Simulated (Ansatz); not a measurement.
Base system: TaN in the rock salt structure (space group Fm-3m, No. 225; a = 4.375 Å).

Calculations: PBEsol in Ansatz (plane waves to 420 eV, PAW, no spin-orbit coupling), earlier PAW set.

Before the change:

The lattice parameter a is 437.5 pm.

Modification: full substitution Ta → Be; the structure is relaxed again.

Tabulated Pauling electronegativity and covalent radius: Ta 1.50, 1.70 Å; Be 1.57, 0.96 Å.

Problem. What happens to the lattice parameter a?

Solution. The lattice parameter a drops by 67.7 pm (437.5 pm → 369.8 pm).

Whether these cells are dynamically stable was not tested. As relaxed here, BeN is a hypothetical phase, not in the database extracts checked. The final runs are not spin-polarised. An odd electron count without spin: BeN. This is not the structure that TaN has at room temperature and ambient pressure.

Ansatz is a first-principles code.
